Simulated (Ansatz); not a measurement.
The parent structure is WC (space group P-6m2, No. 187; a = 2.922 Å, c = 2.846 Å; relaxed with 0.1 eV smearing). Axes: x lies along a and z along c of the hexagonal cell.

Method: PBE (Ansatz, a program for electronic structure; PAW; 420 eV plane waves; scalar-relativistic without spin-orbit coupling).

Strains are applied to the cell and any free atomic positions relax.

One change was made to it. Results:

```tsv
quantity	base	after
pressure (mean of the normal stresses, compression positive)	0.0 GPa	-6.1 GPa
energy relative to the base (free energy F)	0 meV/atom	+6.7 meV/atom
```

Name the change that was made.
(A) uniaxial strain ε_zz = +2.00 %
(B) uniaxial strain ε_zz = +3.00 %
(C) uniaxial strain ε_zz = −0.50 %
(D) uniaxial strain ε_zz = +1.50 %

D, uniaxial strain ε_zz = +1.50 %. For comparison, the energy relative to the base in the other runs: uniaxial strain ε_zz = −0.50 % gives +0.8 meV/atom; uniaxial strain ε_zz = +3.00 % gives +26 meV/atom; uniaxial strain ε_zz = +2.00 % gives +12 meV/atom.

No phonon test of stability was made. The final runs are not spin-polarised.
